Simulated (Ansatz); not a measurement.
# CdSe under load (space group P6_3mc): band-edge transport data

Input:

```
CdSe
1.0
    4.33737     0.00000     0.00000
   -2.16868     3.75627     0.00000
    0.00000     0.00000     6.84441
Cd Se
2 2
Direct
  0.33333   0.66667   0.99575
  0.66667   0.33333   0.49575
  0.33333   0.66667   0.37925
  0.66667   0.33333   0.87925
```

All values below come from r2SCAN with spin-orbit coupling, rigid bands (plane waves, PAW; Ansatz, an electronic-structure program). Condition of this run: uniaxial stress along c of 1.4 GPa (compression positive) (the target of the relaxation). How the cell was made: cell and atoms relaxed with PBEsol, then loaded as said.

```
Quantity                                                                                                                                                              Value
---------------------------------------------------------------------------------------------------------------------------------------  ----------------------------------
band gap                                                                                                                                                            1.08 eV
electron conductivity mass (300 K, dilute)                                                                                               0.113 (x), 0.113 (y), 0.108 (z) mₑ
hole conductivity mass (300 K, dilute)                                                                                                      1.18 (x), 1.18 (y), 0.48 (z) mₑ
effective density of states N_c (300 K)                                                                                                                         9.1e17 cm⁻³
effective density of states N_v (300 K)                                                                                                                         1.6e19 cm⁻³
density-of-states mass, electrons                                                                                                                                  0.110 mₑ
density-of-states mass, holes                                                                                                                                       0.75 mₑ
Seebeck coefficient, n-type 1e19 cm⁻³, 300 K                                                                                                                       -70 μV/K
Seebeck coefficient, p-type 1e19 cm⁻³, 300 K                                                                                                                       296 μV/K
best p-type power factor at 300 K for τ = 10 fs (best axis; densities from 1e16 to 1e21 cm⁻³ tried, whether or not they can be reached)         5.3 μW/(cm·K²) at 1e20 cm⁻³
```

Rigid bands; masses and Seebeck coefficients take one relaxation time τ for all states and one kind of carrier; polarons and phonon drag are left out. Geometry: cell and atoms relaxed with PBEsol.
